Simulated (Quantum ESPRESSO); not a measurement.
Worked example: relaxation of the atoms of C (P-1, 2 atoms in the cell) in Quantum ESPRESSO.

Method: LDA (PZ), GBRV 1.5 ultrasoft (LDA) pseudopotentials (plane waves; Quantum ESPRESSO).

The input file:

```fortran
&CONTROL
    calculation = 'relax'
    prefix = 'c'
    outdir = './tmp/'
    pseudo_dir = './'
/
&SYSTEM
    ibrav = 0
    nat = 2
    ntyp = 1
    ecutwfc = 40
    ecutrho = 200
    occupations = 'fixed'
    nbnd = 10
/
&ELECTRONS
    conv_thr = 1.0e-11
/
&IONS
    ion_dynamics = 'bfgs'
/
ATOMIC_SPECIES
C     12.0110  c_lda_v1.2.uspp.F.UPF
ATOMIC_POSITIONS {angstrom}
C     1.820877492    1.801827008    1.845732491
C     2.711067508    2.730117992    2.686212509
K_POINTS {automatic}
13 13 13  0 0 0
CELL_PARAMETERS {angstrom}
   0.000000000     1.812778000     1.812778000
   1.812778000     0.000000000     1.812778000
   1.812778000     1.812778000     0.000000000
```

Log, with long lists cut:

```
     Self-consistent Calculation

     iteration #  1     ecut=    40.00 Ry     beta= 0.70

     total energy              =     -23.03408457 Ry
     estimated scf accuracy    <       0.11178945 Ry

     iteration #  2     ecut=    40.00 Ry     beta= 0.70

     total energy              =     -23.04406429 Ry
     estimated scf accuracy    <       0.00173355 Ry

     iteration #  3     ecut=    40.00 Ry     beta= 0.70

     total energy              =     -23.04425851 Ry
     estimated scf accuracy    <       0.00005137 Ry

   [... 2 blocks of this kind left out ...]

     iteration #  6     ecut=    40.00 Ry     beta= 0.70

     total energy              =     -23.04426208 Ry
     estimated scf accuracy    <          1.0E-10 Ry

     iteration #  7     ecut=    40.00 Ry     beta= 0.70
     End of self-consistent calculation

     Number of k-points >= 100: set verbosity='high' to print the bands.

     highest occupied, lowest unoccupied level (ev):    13.3379   16.1431

!    total energy              =     -23.04426208 Ry
     estimated scf accuracy    <          4.2E-13 Ry

     convergence has been achieved in   7 iterations

     Forces acting on atoms (cartesian axes, Ry/au):

     atom    1 type  1   force =    -0.01509897    0.02394455   -0.08265214
     atom    2 type  1   force =     0.01509897   -0.02394455    0.08265214

     Total force =     0.123553     Total SCF correction =     0.000000

     BFGS Geometry Optimization
     Energy error            =      1.5E-02 Ry
     Gradient error          =      8.3E-02 Ry/Bohr

     number of scf cycles    =   1
     number of bfgs steps    =   0

   [... lines left out ...]
     highest occupied, lowest unoccupied level (ev):    12.2309   16.2317
!    total energy              =     -23.05025352 Ry
     Total force =     0.000117     Total SCF correction =     0.000000
     bfgs converged in   4 scf cycles and   3 bfgs steps
   [... lines left out ...]
     (criteria: energy <  1.0E-04 Ry, force <  1.0E-03 Ry/Bohr)

     End of BFGS Geometry Optimization

     Final energy             =     -23.0502535226 Ry

     File ./tmp/c.bfgs deleted, as requested
Begin final coordinates

ATOMIC_POSITIONS (angstrom)
C                1.8127467112        1.8127712541        1.8127778976
C                2.7191982888        2.7191737459        2.7191671024
End final coordinates

   JOB DONE.
```

The run converged. 

Summary of the result:
| Quantity | Value |
|---|---|
| Free energy E − TS | -313.6147 eV |
| Top of the valence band (on the code's own zero) | 12.23 eV |
| Gap on the k-point mesh | 4.00 eV |
| Largest force (vector length) | 0.002 eV/Å |
| Relaxation steps | 3 |

The starting cell comes from a database of computed structures (which also holds hypothetical and non-ambient phases and stackings), without a prior relaxation at this level. Its lattice was rescaled by a random factor within 2.5 % of one. For this run, on top of that: atoms moved at random.

Cost on one core of a shared machine: roughly 90 s.
